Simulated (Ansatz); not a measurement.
Worked example: self-consistent single point of NaMgF3 (P4mm, 5 atoms in the cell) in Ansatz (an electronic-structure program).

Method of the run: PBEsol, default PAW files made with PBE (plane waves; Ansatz).

The change in words: lattice scaled by 0.98; kpoints.mp_grid.grid: 6 6 6 → 15 15 15. Reference geometry:
```
CELL_PARAMETERS angstrom
      3.96269     0.00000     0.00000
      0.00000     3.96269     0.00000
      0.00000     0.00000     3.96269
ATOMIC_POSITIONS crystal
  Na 0.00000 0.00000 0.01262
  Mg 0.50000 0.50000 0.50000
  F  0.50000 0.50000 0.00000
  F  0.00000 0.50000 0.50000
  F  0.50000 0.00000 0.50000
```

Reference input (self-consistent single point, DFT, PBEsol, plane waves, default PAW files made with PBE): basis.ecutwfc = 420 eV; kpoints.mp_grid.grid = 6 6 6; hamiltonian.xc = pbesol; hamiltonian.pseudopotentials = {kind: paw} (the program's default PAW files); scf.occupations.method = fermi_dirac; scf.occupations.width = 0.01 eV. This run's input differs from it in these lines:

Ansatz 0.2 input:
```diff
@@ -3,5 +3,5 @@
   lattice:
-    - [3.962693, 0.000000, 0.000000]
-    - [0.000000, 3.962693, 0.000000]
-    - [0.000000, 0.000000, 3.962693]
+    - [3.883439, 0.000000, 0.000000]
+    - [0.000000, 3.883439, 0.000000]
+    - [0.000000, 0.000000, 3.883439]
   atoms:
@@ -16,3 +16,3 @@
   mp_grid:
-    grid: [6, 6, 6]
+    grid: [15, 15, 15]
 hamiltonian:
```

The program printed (abridged):

```
SCF iter   1: F=—  HF=-5796.819306 eV  |F-HF|=—  |Δ(HF+E_count)|=         —  Δρ=1.36e-2  dr2=6.57e-2  ethr=1.77e-3  ⟨swp⟩=6.1  Hψ=32032  notcnv=0
all-band conjugate gradients solve this SCF's bands
preconditioner: auto → Resta (q_TF=auto, 2.560 Å⁻¹)
SCF iter   2: F=—  HF=-5796.798636 eV  |F-HF|=—  |Δ(HF+E_count)|=   2.07e-2  Δρ=2.25e-3  dr2=8.46e-4  ethr=1.64e-4  ⟨swp⟩=2.0  Hψ=14761  notcnv=0  defer=288
SCF iter   3: F=—  HF=-5796.798447 eV  |F-HF|=—  |Δ(HF+E_count)|=   1.88e-4  Δρ=7.25e-4  dr2=1.70e-4  ethr=2.11e-6  ⟨swp⟩=2.0  Hψ=13254  notcnv=0  defer=288
SCF iter   4: F=—  HF=-5796.798486 eV  |F-HF|=—  |Δ(HF+E_count)|=   3.93e-5  Δρ=2.08e-4  dr2=1.29e-5  ethr=4.25e-7  ⟨swp⟩=2.9  Hψ=13679  notcnv=0  defer=289
SCF iter   5: F=—  HF=-5796.798565 eV  |F-HF|=—  |Δ(HF+E_count)|=   7.87e-5  Δρ=3.44e-5  dr2=4.70e-7  ethr=3.22e-8  ⟨swp⟩=2.0  Hψ=12643  notcnv=0  defer=288
SCF iter   6: F=-5796.798565 eV  HF=-5796.798565 eV  |F-HF|=2.20e-8  |Δ(HF+E_count)|=   2.34e-7  Δρ=1.08e-5  dr2=6.19e-8  ethr=2.50e-10  ⟨swp⟩=7.9  Hψ=30933  notcnv=0
SCF 1 converged in 6 iterations: F = -5796.798565 eV  dr2 = 6.19e-8
Free energy (F): -5796.798565 eV
Internal energy: -5796.798565 eV  (E = F + TS)
E sigma→0 (E₀):  -5796.798565 eV
Fermi energy:    4.938122 eV
--- Forces (eV/Å), atoms counted from 1 ---
  atom   1  Na     0.00000000     0.00000000    -0.01146129
  atom   2  Mg     0.00000000     0.00000000     0.05055055
  atom   3  F     -0.00000000     0.00000000     0.02086690
  atom   4  F     -0.00000000     0.00000000    -0.02998080
  atom   5  F      0.00000000     0.00000000    -0.02998080
--- Stress (GPa, compression-positive) ---
        1.415231       0.000000      -0.000000
        0.000000       1.415231       0.000000
       -0.000000       0.000000       1.414469
  P = ⅓ Tr σ = 1.4150 GPa (14.150 kbar)
  The stress holds the Pulay correction. Without it, at fixed plane waves, as pw.x and ABINIT print it: P = 0.7849 GPa
```

The run converged in 6 iterations. Against the reference run the free energy goes down by 3.8 meV/atom, the pressure goes from -2.84 to 1.41 GPa, the largest force hardly changes (0.047 to 0.051 eV/Å) and the gap on the mesh goes from 5.804 to 6.087 eV.

The starting cell comes from a database of computed structures (which also holds hypothetical and non-ambient phases and stackings), without a prior relaxation at this level. Its lattice was rescaled by up to half a per cent. One atom was moved a little off its site on purpose. For this run, on top of that: lattice scaled by 0.98. Ansatz's pressure includes its estimate of the finite-basis (Pulay) stress. Without the estimate this run gives 0.78 GPa.

Cost on one core of a shared machine: roughly 40 s.
